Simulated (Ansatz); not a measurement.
rutile TiO2 (1 0 0) on 3C silicon carbide (0 0 1) (film strained to the substrate, faces as cut)

A periodic stack without vacuum, rutile TiO2 (1 0 0) on 3C silicon carbide (0 0 1) (film strained to the substrate, faces as cut): substrate slab C15Si18, film Ti12O24, surface cells [[-3, 0], [-1, -1]] and [[2, 0], [0, 1]], film strained by 0.0 and +4.5 %, faces Si/Si and O/O as cut (like faces can put a slab off its formula).

The start was prepared with a machine-learned potential, and the result is one local minimum, with the in-plane cell held and forces under 0.04 eV/Å; the film can end far from its bulk form.

The numbers are results of PBE (plane waves to 420 eV, PAW; Ansatz, an electronic-structure program), not measurements. Scalar-relativistic, without spin–orbit coupling; PBE gaps are too small against experiment. Its k-point mesh 3×7×1, Fermi–Dirac width 0.05 eV.

- interface area = 28.8 Å²
- period = 27.57 Å
- gaps between the outermost planes at the two interfaces = 0.90 and 1.39 Å
- O–Si contacts across the interfaces within 1.22 times the sum of covalent radii = 4, mean 1.68 Å
- spin-polarised check at this geometry = keeps a moment, energy -0.20 eV
- slope of the mean potential energy in the substrate = -2.7 MV/cm × e

```
CELL_PARAMETERS angstrom
      9.29123    -0.00032    -0.05693
     -0.00013     3.09687    -0.04120
      1.89513     0.40615    27.55829
ATOMIC_POSITIONS crystal
  C  0.61915 0.50940 0.07313
  C  0.29984 0.50945 0.07414
  C  0.96401 0.50936 0.06905
  C  0.60162 0.50765 0.23100
  C  0.26353 0.50763 0.23058
  C  0.92966 0.50756 0.23089
  C  0.44649 0.00844 0.15320
  C  0.11163 0.00849 0.15100
  C  0.78092 0.00851 0.14995
  C  0.56324 0.50694 0.39107
  C  0.23461 0.50633 0.38567
  C  0.90832 0.50470 0.39222
  C  0.41824 0.00721 0.30835
  C  0.08199 0.00655 0.30949
  C  0.75036 0.00662 0.31275
  Si 0.61636 0.00889 0.11205
  Si 0.28945 0.00897 0.11271
  Si 0.95544 0.00887 0.11001
  Si 0.79321 0.50893 0.03763
  Si 0.46554 0.51033 0.02827
  Si 0.14524 0.50985 0.03529
  Si 0.59510 0.00721 0.27060
  Si 0.25526 0.00720 0.26977
  Si 0.92231 0.00708 0.27081
  Si 0.77360 0.50803 0.19016
  Si 0.43960 0.50798 0.19215
  Si 0.10376 0.50803 0.19091
  Si 0.51158 0.00680 0.42771
  Si 0.25262 0.00597 0.42261
  Si 0.89260 0.00385 0.43538
  Si 0.74438 0.50616 0.35324
  Si 0.41039 0.50689 0.34692
  Si 0.07199 0.50606 0.34886
  Ti 0.87159 0.01031 0.60688
  Ti 0.37264 0.00942 0.60720
  Ti 0.13913 0.50849 0.52530
  Ti 0.63774 0.50972 0.52758
  O  0.11772 0.00613 0.46799
  O  0.57213 0.00867 0.48292
  O  0.26855 0.50881 0.63378
  O  0.77455 0.50915 0.63416
  O  0.98036 0.50863 0.56493
  O  0.47885 0.50911 0.56841
  O  0.23755 0.00821 0.54722
  O  0.73322 0.00927 0.55230
  Ti 0.84120 0.00871 0.76813
  Ti 0.34307 0.00796 0.76703
  Ti 0.10597 0.50891 0.68723
  Ti 0.60789 0.50913 0.68785
  O  0.01711 0.00886 0.65246
  O  0.51543 0.00893 0.65270
  O  0.24298 0.50789 0.80140
  O  0.73421 0.50750 0.80420
  O  0.94380 0.50849 0.73692
  O  0.45072 0.50843 0.73729
  O  0.20162 0.00838 0.71829
  O  0.70031 0.00850 0.71793
  Ti 0.82184 0.00725 0.92596
  Ti 0.30011 0.00467 0.93253
  Ti 0.08119 0.50696 0.84648
  Ti 0.57427 0.50747 0.85005
  O  0.99077 0.00775 0.81844
  O  0.48410 0.00764 0.82388
  O  0.18574 0.51080 0.97552
  O  0.79046 0.50819 0.97772
  O  0.92001 0.50754 0.89934
  O  0.40482 0.50634 0.91017
  O  0.16949 0.00741 0.88630
  O  0.66454 0.00710 0.89140
```
